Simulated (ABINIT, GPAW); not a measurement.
A GPAW input for a self-consistent single point of ScOF (P4/nmm, 6 atoms in the cell) (DFT LDA (Perdew-Wang 92), plane waves, GPAW PAW datasets LDA (gpaw-data 1.0.1)):

```python
from ase import Atoms
from ase.units import GPa
from gpaw import GPAW

atoms = Atoms(['Sc', 'Sc', 'O', 'O', 'F', 'F'],
              cell=[[3.627520, 0.000000, 0.000000],
                    [0.000000, 3.627520, 0.000000],
                    [0.000000, 0.000000, 5.172200]],
              scaled_positions=[[0.500000, 0.000000, 0.705850],
                                [0.000000, 0.500000, 0.294150],
                                [0.000000, 0.000000, 0.500000],
                                [0.500000, 0.500000, 0.500000],
                                [0.500000, 0.500000, 0.000000],
                                [0.000000, 0.000000, 0.000000]],
              pbc=True)

calc = GPAW(mode={'name': 'pw', 'ecut': 900},
            xc='LDA',
            kpts=(7, 7, 5),
            occupations={'name': 'fermi-dirac', 'width': 0.0},
            nbands=-8,
            convergence={'density': 1e-05, 'bands': -6},
            symmetry={'symmorphic': False, 'tolerance': 0.0005},
            maxiter=100,
            txt='-')

atoms.calc = calc

energy = atoms.get_potential_energy()
print('Energy (eV):', round(energy, 6))
forces = atoms.get_forces()
print('Forces (eV/Ang):')
print(forces.round(5))
stress = atoms.get_stress()
print('Stress (GPa, Voigt):', (stress / GPa).round(4))
```

**Question.** Translate this input to ABINIT.

**Answer.** One input that does it (others would too):

```
# ScOF, JTH v2.0 LDA PAW
pp_dirpath "./"
pseudos "Sc.LDA_PW-JTH.xml, O.LDA_PW-JTH.xml, F.LDA_PW-JTH.xml"
acell 3*1.0 Angstrom
rprim
         3.6275200000    0.0000000000    0.0000000000
         0.0000000000    3.6275200000    0.0000000000
         0.0000000000    0.0000000000    5.1722000000
natom 6
ntypat 3
znucl 21 8 9
typat 1 1 2 2 3 3
xcart
         3.4275096558    0.0000000000    6.8990071658
         0.0000000000    3.4275096558    2.8750342960
         0.0000000000    0.0000000000    4.8870207309
         3.4275096558    3.4275096558    4.8870207309
         3.4275096558    3.4275096558    0.0000000000
         0.0000000000    0.0000000000    0.0000000000
ecut 60 Ry
pawecutdg 120 Ry
pawxcdev 0
occopt 1
nband 26
kptopt 1
ngkpt 7 7 5
nshiftk 1
shiftk 0 0 0
nstep 50
toldfe 1.0e-09
diemac 12
prtwf 0
prtden 0
prtvol 1
enunit 2
```

Basis settings and potentials, where a program has them, do not carry over. This input uses DFT, LDA (PW92), plane waves, PAW (JTH v2.0 LDA PAW). LDA parametrisations can differ slightly between programs.

The starting cell comes from a database of computed structures (which also holds hypothetical and non-ambient phases and stackings), without a prior relaxation at this level.
